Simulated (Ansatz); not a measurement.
# Ge (model structure, started from the C4 type, I4/mmm, No. 139, 4 atoms in the cell): properties by level of theory

```tsv
level (code)	lattice parameter a (Å)	c axis length (Å)	bulk modulus B0 (GPa)	cohesive energy (eV/atom)
LDA (Ansatz)	6.881	3.973	65.6	4.49
PBEsol (Ansatz)	6.949	4.011	61.5	4.06
r²SCAN (Ansatz)	6.948	4.010	64.7	3.78
```

Caveats: the bulk modulus is −V dP/dV from two relaxed cells at ±2 % in volume (LDA, PBEsol, r²SCAN). Ansatz's density-functional and Hartree–Fock values are scalar-relativistic unless marked +SOC, with PAW data made under PBE.

Free atoms are spin-polarised, in the lowest state found; at levels without +SOC their spin–orbit coupling is left out.

The computed numbers hold no vibrational or temperature effects.

A model structure was made by putting elements into a prototype or built by hand; it is no filed structure, need not be a known phase, and can be a saddle point held by its symmetry.

Ansatz is a first-principles code.
